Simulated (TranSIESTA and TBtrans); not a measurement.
Junction: (SiH2)6 held by selenolate Se between the apex atoms of two Al(100) rods. Leads: fcc Al rod along [100], layers of 5 and 4 atoms, a = 4.04 Å. Geometry: as built, not relaxed. Transport runs along z; the first 18 and the last 18 of the 89 atoms are the lead cells, repeated to infinity.

```xyz
89
Lattice="16.011 0.000 0.000 0.000 16.011 0.000 0.000 0.000 46.932" Properties=species:S:1:pos:R:3 pbc="F F T"
Al     8.005     8.005     0.000
Al    10.862     8.005     0.000
Al     8.005    10.862     0.000
Al     5.149     8.005     0.000
Al     8.005     5.149     0.000
Al     9.434     9.434     2.020
Al     6.577     9.434     2.020
Al     9.434     6.577     2.020
Al     6.577     6.577     2.020
Al     8.005     8.005     4.040
Al    10.862     8.005     4.040
Al     8.005    10.862     4.040
Al     5.149     8.005     4.040
Al     8.005     5.149     4.040
Al     9.434     9.434     6.060
Al     6.577     9.434     6.060
Al     9.434     6.577     6.060
Al     6.577     6.577     6.060
Al     8.005     8.005     8.080
Al    10.862     8.005     8.080
Al     8.005    10.862     8.080
Al     5.149     8.005     8.080
Al     8.005     5.149     8.080
Al     9.434     9.434    10.100
Al     6.577     9.434    10.100
Al     9.434     6.577    10.100
Al     6.577     6.577    10.100
Al     8.005     8.005    12.120
Al    10.862     8.005    12.120
Al     8.005    10.862    12.120
Al     5.149     8.005    12.120
Al     8.005     5.149    12.120
Al     9.434     9.434    14.140
Al     6.577     9.434    14.140
Al     9.434     6.577    14.140
Al     6.577     6.577    14.140
Al     8.005     8.005    16.160
Se     7.823     9.117    18.302
Si     7.129     7.173    19.272
Si     6.752     7.525    21.442
Si     6.081     5.617    22.381
Si     5.708     5.973    24.551
Si     7.583     6.731    25.490
Si     7.215     7.092    27.660
Se     9.124     7.874    28.630
H      8.170     6.147    19.119
H      5.888     6.716    18.629
H      5.706     8.546    21.603
H      7.991     7.980    22.089
H      4.843     5.158    21.734
H      7.132     4.601    22.225
H      4.645     6.977    24.708
H      5.306     4.716    25.198
H      7.981     7.990    24.843
H      8.651     5.733    25.329
H      6.141     8.085    27.814
H      6.815     5.832    28.303
Al     8.005     8.005    30.772
Al     9.434     9.434    32.792
Al     6.577     9.434    32.792
Al     9.434     6.577    32.792
Al     6.577     6.577    32.792
Al     8.005     8.005    34.812
Al    10.862     8.005    34.812
Al     8.005    10.862    34.812
Al     5.149     8.005    34.812
Al     8.005     5.149    34.812
Al     9.434     9.434    36.832
Al     6.577     9.434    36.832
Al     9.434     6.577    36.832
Al     6.577     6.577    36.832
Al     8.005     8.005    38.852
Al    10.862     8.005    38.852
Al     8.005    10.862    38.852
Al     5.149     8.005    38.852
Al     8.005     5.149    38.852
Al     9.434     9.434    40.872
Al     6.577     9.434    40.872
Al     9.434     6.577    40.872
Al     6.577     6.577    40.872
Al     8.005     8.005    42.892
Al    10.862     8.005    42.892
Al     8.005    10.862    42.892
Al     5.149     8.005    42.892
Al     8.005     5.149    42.892
Al     9.434     9.434    44.912
Al     6.577     9.434    44.912
Al     9.434     6.577    44.912
Al     6.577     6.577    44.912
```

Run with TranSIESTA and TBtrans (open boundaries, self-consistent; PseudoDojo norm-conserving potentials, scalar-relativistic): PAO.BasisSize SZP, PAO.EnergyShift 0.15 eV, XC.Authors PBE, Mesh.Cutoff 150 Ry, ElectronicTemperature 300 K, TS.Voltage 0.0 eV, TBT.Elecs.Eta 0.001 eV, no spin polarisation.

Energies count from the leads' Fermi level. Transmissions are for one spin of a degenerate pair. The energy step is 0.02 eV; narrower resonances are cut or missed.

```csv
E (eV),T
-0.20,1.20e-5
-0.16,1.27e-5
-0.12,1.41e-5
-0.08,1.65e-5
-0.04,2.04e-5
0.00,2.70e-5
0.04,5.08e-5
0.08,9.17e-5
0.12,0.000114
0.16,0.000132
0.20,0.000149
```

Give the zero-bias conductance in μS and the resistance at 300 K.

At the Fermi level T = 2.70e-5. Averaged with −∂f/∂E over the full grid (kT = 25.9 meV) it is 3.57e-5, well away from the value at one energy, as T changes fast within a few kT. With G0 = 2e²/h = 77.48 μS, G = 0.00277 μS and R = 1/G = 361000 kΩ.

Estimate the thermopower by Mott's formula S = −(π²/3)(kB²T/e) d ln T/dE from the rows at -0.04 and 0.04 eV.

d ln T/dE = 11.4 eV⁻¹ and (π²/3) kB²T/e = 7.33 μV/K · eV, so S = -84 μV/K; the full integral gives -87 μV/K. A negative sign means that T rises with energy over the thermal window.

The leads' channel count changes near 0.03 eV, within the thermal window, so values at the Fermi level hang on where that band edge falls. The saturated backbone isn't all-trans: 1 of its torsions is gauche. Semilocal functionals put molecular levels too close to the Fermi level and tend to overestimate such conductances.
